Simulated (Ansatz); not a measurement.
Defect migration in 4H silicon carbide: interstitial Al, charge state +3. The step: a direct jump of one Al atom; the atom moves 2.34 Å along (0.00, 0.00, 0.23) of the unit cell; the moving atom starts with neighbours 3 C at 1.89, C at 1.90; 6 Si at 2.38 Å and ends with 3 C at 1.94, 3 C at 2.45; 3 Si at 2.30, 3 Si at 2.45 Å. DFT values are from Ansatz (plane-wave PAW, 420 eV unless said) in a cell of 72 host sites, spin-restricted, static, with no finite-size correction. The charge state is imposed; whether it is stable for some Fermi level was not computed. Sites that were not tried may lie lower. For the PBE band: the saddle point's order was not checked, and it lies on a symmetry element of the cell, where a band can be held.

```tsv
Level	Forward barrier (eV)	Cost of the band or of the saddle's single point
CHGNet universal potential (has no charge state), its own band	1.90	-
PBE, the Γ point alone, band relaxed	3.29	around 3 core-minutes (rough)
PBE, a 2×2×2 k-point mesh shifted by half a step along c, same geometries	3.18	about 60 core-seconds (a rough figure)
r2SCAN at 500 eV, the Γ point alone, same geometries	3.46	around 30 core-seconds (rough)
```

Ansatz is a first-principles code.
